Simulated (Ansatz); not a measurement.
A self-consistent single point of LaRu₂ (R3m, 6 atoms in the cell) with Ansatz (a quantum-chemistry and plane-wave program)

Computed with PBEsol, default PAW files made with PBE (plane waves; Ansatz).

Input as run:

Ansatz 0.2 input:
```yaml
# LaRu2
crystal:
  lattice:
    - [0.000000, 3.851761, 3.851761]
    - [3.851761, 0.000000, 3.851761]
    - [3.851761, 3.851761, 0.000000]
  atoms:
    - { symbol: La, position: [0.253747, 0.253747, 0.253747] }
    - { symbol: La, position: [0.000000, 0.000000, 0.000000] }
    - { symbol: Ru, position: [0.625000, 0.625000, 0.125000] }
    - { symbol: Ru, position: [0.625000, 0.125000, 0.625000] }
    - { symbol: Ru, position: [0.625000, 0.625000, 0.625000] }
    - { symbol: Ru, position: [0.125000, 0.625000, 0.625000] }
basis:
  ecutwfc: 30.9 Ry
kpoints:
  mp_grid:
    grid: [4, 4, 4]
hamiltonian:
  xc: pbesol
  pseudopotentials:
    kind: paw
scf:
  occupations:
    method: gaussian
    width: 0.0073 Ry
output:
  forces: true
  eigenvalues: true
  stress: true
```

Output (repeated stretches shortened):

```
WARN ansatz: RAYON_NUM_THREADS=1 ignored (pool sized by the plan → 1); use --threads N
Pseudopotentials: kind: paw
Pseudopotential: La, paw, valence charge 11
Pseudopotential: Ru, paw, valence charge 16
Crystal: 6 atoms, lattice volume = 114.290 Å³
Basis set: ecut = 420.4159175005146 eV, 2229 PW (Γ), exchange–correlation on 80×80×80 points (8 copies of the dense FFT grid, shifted against one another)
Bands: 52, of which v1, the nominal top of the filled ones, is band 43 counted from 1 (42 counted from 0)
Symmetry: 6 space group operations
Space group: R3m (ITA 160), of the structure as read, at distance tolerance 4.9e-5 Å
k-points: 13 of 64 (time reversal used)
PAW frozen core: La, regenerated for the run's functional, and the local potential with it
PAW frozen core: Ru, regenerated for the run's functional, and the local potential with it
Initial density: superposition of atomic densities (neutral atoms: chi_scale 0, normalization atom), corrected by the library's trained network
Initial wavefunctions: pseudopotential atomic-orbital guess
Eigensolver: davidson
Functional: x = pbesol(κ = 0.804, μ = 0.12345679012345678), c = pbesol(β = 0.046)
SCF iter   1: F=—  HF=-35588.740472 eV  |F-HF|=—  |Δ(HF+E_count)|=         —  Δρ=7.01e-3  dr2=4.92e-2  ethr=1.77e-3  ⟨swp⟩=6.9  Hψ=2489  notcnv=0
all-band conjugate gradients solve this SCF's bands
preconditioner: auto → Kerker (q_TF=auto, 2.602 Å⁻¹)
SCF iter   2: F=—  HF=-35588.736693 eV  |F-HF|=—  |Δ(HF+E_count)|=   3.78e-3  Δρ=3.39e-3  dr2=1.76e-2  ethr=5.72e-5  ⟨swp⟩=2.2  Hψ=1325  notcnv=0  defer=8
SCF iter   3: F=—  HF=-35588.734071 eV  |F-HF|=—  |Δ(HF+E_count)|=   2.62e-3  Δρ=1.11e-3  dr2=1.24e-3  ethr=2.05e-5  ⟨swp⟩=2.0  Hψ=864  notcnv=0  defer=8
SCF iter   4: F=—  HF=-35588.733827 eV  |F-HF|=—  |Δ(HF+E_count)|=   2.44e-4  Δρ=3.82e-4  dr2=1.77e-4  ethr=1.44e-6  ⟨swp⟩=2.5  Hψ=1135  notcnv=0  defer=8
SCF iter   5: F=—  HF=-35588.733776 eV  |F-HF|=—  |Δ(HF+E_count)|=   5.18e-5  Δρ=1.23e-4  dr2=2.01e-5  ethr=2.06e-7  ⟨swp⟩=2.0  Hψ=984  notcnv=0  defer=8
SCF iter   6: F=—  HF=-35588.733786 eV  |F-HF|=—  |Δ(HF+E_count)|=   1.01e-5  Δρ=2.56e-5  dr2=1.23e-6  ethr=2.33e-8  ⟨swp⟩=2.2  Hψ=868  notcnv=0  defer=9
SCF iter   7: F=-35588.733786 eV  HF=-35588.733786 eV  |F-HF|=1.73e-8  |Δ(HF+E_count)|=   1.73e-7  Δρ=4.52e-6  dr2=3.02e-8  ethr=1.16e-10  ⟨swp⟩=12.1  Hψ=3668  notcnv=0
SCF 1 converged in 7 iterations: F = -35588.733786 eV  dr2 = 3.02e-8
SCF converged after 7 iterations
Free energy (F): -35588.733786 eV
Harris-Foulkes:  -35588.733786 eV  (|F-HF|=1.73e-8)
Internal energy: -35588.670189 eV  (E = F + TS)
E sigma→0 (E₀):  -35588.701988 eV
Entropy (-TS):   -0.063596 eV (-10.599 meV/atom)
Fermi energy:    17.781949 eV
--- Per-component energies (eV) ---
  E_band       = -447.963058
  E_kinetic    = 2448.587888
  E_local      = -7503.232160  (includes V_loc(G=0)·N_el)
  E_nonlocal   = 1581.248727
  E_hartree    = 2650.191204
  E_xc         = -1034.402230
  E_vxc        = -1248.932419  (∫ρ·V_xc dr)
  E_paw        = -24259.527759  (= ΣΔE_a)
  E_vpaw       = -1026.024592  (= ΣTr[D̂ρ^β])
  E_aug_tail   = -0.000766  (compensation charges beyond the density's cutoff)
  E_ewald      = -9472.887296
  E_core_change = 1.352203  (= ΣΔE_core)
  E_smearing   = -0.063596  (= −TS)
  E_closure    = 0.000000  (closes the sum)
  Σ components = -35588.733786   (vs F -35588.733786, Δ=0.00e0)
--- Forces (eV/Å), atoms counted from 1 ---
  atom   1  La    -0.13664595    -0.13664595    -0.13664595
  atom   2  La     0.01821476     0.01821476     0.01821476
  atom   3  Ru     0.02910883     0.02910883     0.06753372
  atom   4  Ru     0.02910883     0.06753372     0.02910883
  atom   5  Ru    -0.00732753    -0.00732753    -0.00732753
  atom   6  Ru     0.06753372     0.02910883     0.02910883
  max |Σ_I F_I| component: 7.34e-6 eV/Å
--- Stress (GPa, compression-positive) ---
       -5.972866       0.017272       0.017272
        0.017272      -5.972866       0.017272
        0.017272       0.017272      -5.972866
  P = ⅓ Tr σ = -5.9729 GPa (-59.729 kbar)
  The stress holds the Pulay correction. Without it, at fixed plane waves, as pw.x and ABINIT print it: P = -5.9938 GPa
--- Band table (eV; the first three rows and the last of 13) ---
  k-point 0: bands = ["-54.3255", "-54.2266", "-54.2266", "-54.2240", "-24.9577", "-24.4874", "-24.4874", "-24.4843", "-24.3024", "-24.3024", "-24.0783", "-24.0783", "-24.0723", "-24.0371", "-24.0319", "-24.0319", "-13.9963", "-13.5117", "1.7347", [...]
  k-point 1: bands = ["-54.3151", "-54.2370", "-54.2266", "-54.2243", "-24.8913", "-24.4797", "-24.4596", "-24.4575", "-24.2841", "-24.2831", "-24.1586", "-24.1056", "-24.1005", "-24.0576", "-24.0526", "-24.0323", "-13.9412", "-13.5671", "1.6980", [...]
  k-point 2: bands = ["-54.3004", "-54.2517", "-54.2266", "-54.2243", "-24.8107", "-24.4581", "-24.4318", "-24.4309", "-24.2678", "-24.2151", "-24.2141", "-24.1990", "-24.1929", "-24.0629", "-24.0578", "-24.0323", "-13.8636", "-13.6447", "1.6657", [...]
  k-point 12: bands = ["-54.3016", "-54.2483", "-54.2266", "-54.2266", "-24.8137", "-24.4513", "-24.4344", "-24.4344", "-24.2635", "-24.2122", "-24.2122", "-24.1953", "-24.1953", "-24.0621", "-24.0621", "-24.0371", "-13.8857", "-13.6207", "1.6821", [...]
```

The run converged in 7 iterations.

The starting cell comes from a database of computed structures (which also holds hypothetical and non-ambient phases and stackings), without a prior relaxation at this level. Its lattice was rescaled by up to half a per cent. One atom was moved a little off its site on purpose. Spin polarisation is off. With a pressure of about -6 GPa the cell is away from its equilibrium volume at this level. Ansatz's pressure includes its estimate of the finite-basis (Pulay) stress.
